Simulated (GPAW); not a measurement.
A self-consistent single point of NiAl (Pm-3m, 2 atoms in the cell) with GPAW.

Computed with PBE, GPAW PAW datasets PBE (gpaw-data 1.0.1) (plane waves; GPAW).

The change in words: lattice scaled by 0.98. Reference geometry:
```xyz
2
Lattice="2.8900 0.0000 0.0000 0.0000 2.8900 0.0000 0.0000 0.0000 2.8900" Properties=species:S:1:pos:R:3 pbc="T T T"
Al     1.4450     1.4450     1.4450
Ni     0.0000     0.0000     0.0000
```

Reference input (self-consistent single point, DFT PBE, plane waves, GPAW PAW datasets PBE (gpaw-data 1.0.1)): mode = pw; ecut = 850 eV; xc = PBE; kpts = 9 9 9; mesh shift (steps) = 0 0 0; occupations.name = methfessel-paxton; occupations.width = 0.136 eV; occupations.order = 0; nbands = -8; convergence.density = 1e-05 e/electron; convergence.energy = 1e-05 eV/electron; symmetry.symmorphic = false. This run's input differs from it in these lines:

```diff
@@ -5,5 +5,5 @@
 atoms = Atoms(['Al', 'Ni'],
-              cell=[[2.890000, 0.000000, 0.000000],
-                    [0.000000, 2.890000, 0.000000],
-                    [0.000000, 0.000000, 2.890000]],
+              cell=[[2.832200, 0.000000, 0.000000],
+                    [0.000000, 2.832200, 0.000000],
+                    [0.000000, 0.000000, 2.832200]],
               scaled_positions=[[0.500000, 0.500000, 0.500000],
```

Output, abridged:

```
     iter     time        total  log10-change:
                         energy   eigst   dens
iter:   1 --:--:--   -12.382441
iter:   2 --:--:--   -12.292625   -0.47  -1.47
iter:   3 --:--:--   -12.206550   -1.20  -1.52
iter:   4 --:--:--   -12.348097   -1.77  -1.58
iter:   5 --:--:--   -12.277207   -2.63  -1.74
iter:   6 --:--:--   -12.296646   -3.44  -2.06
iter:   7 --:--:--   -12.270662   -2.89  -2.06
iter:   8 --:--:--   -12.270673   -4.82  -3.60
iter:   9 --:--:--   -12.270664c  -6.22  -3.81
iter:  10 --:--:--   -12.270663c  -6.77  -3.81
iter:  11 --:--:--   -12.270662c  -6.67  -3.89
iter:  12 --:--:--   -12.270662c  -8.43c -5.26c
Converged after 12 iterations.

Dipole moment: (-0.000000, -0.000000, -0.000000) |e|*Ang

Energy contributions relative to reference atoms: (reference = -47971.421712)

Kinetic:        +17.433819
Potential:      -11.541778
External:        +0.000000
XC:             -18.240995
Entropy (-ST):   -0.006831
Local:           +0.081708
SIC:             +0.000000
--------------------------
Free energy:    -12.274078
Extrapolated:   -12.270662

Showing only first 2 kpts
 Kpt  Band  Eigenvalues  Occupancy
  0     7      8.05681    2.00000
  0     8      8.05681    2.00000
  0     9     15.36535    0.00000
  0    10     15.36535    0.00000

  1     7      7.95153    2.00000
  1     8      8.06851    2.00000
  1     9     13.47114    0.00000
  1    10     15.67822    0.00000

Fermi level: 9.72677

No gap
No difference between direct/indirect transitions
Energy (eV): -12.270662

Forces in eV/Ang:
  0 Al    0.00000    0.00000    0.00000
  1 Ni    0.00000    0.00000    0.00000

Stress tensor:
    -0.080176     0.000000     0.000000
     0.000000    -0.080176     0.000000
     0.000000     0.000000    -0.080176
Stress (GPa, Voigt): [-12.8456 -12.8456 -12.8456   0.       0.       0.    ]
```

The run converged in 12 iterations. GPAW prints stress with tension positive. Against the reference run the free energy rises by 29.9 meV/atom and the pressure goes from 1.24 to 12.85 GPa.

The starting cell has typed, rounded lattice constants, without a prior relaxation at this level. For this run, on top of that: lattice scaled by 0.98. Spin polarisation is off. With a pressure of about 13 GPa the cell is away from its equilibrium volume at this level.
